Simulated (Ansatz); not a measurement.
The parent structure is CdSe in the wurtzite structure (space group P6_3mc, No. 186; a = 4.2475 Å, c = 6.9410 Å). Axes: x lies along a and z along c of the hexagonal cell.

Method: Kohn–Sham DFT with the LDA functional, run in Ansatz (a first-principles code) with PAW and 420 eV plane waves, without spin-orbit coupling.

Base values:

| Quantity | Value |
|---|---|
| Width of the top valence band | 1.88 eV |

It is then changed as follows: biaxial strain −1.80 %, plane normal [001], relaxed out of plane (Cartesian); in-plane vectors clamped, the third vector and the atoms free.

### Question
Predict the new in-plane stress.

### Answer
The mean in-plane stress (compression positive) is +1.7 GPa.

### Question
What does the calculation give for the width of the top valence band after the change?

### Answer
The width of the top valence band grows by 0.105 eV to 1.98 eV.

The levels and masses belong to the bands next to the band gap. Stability against distortions was not tested.
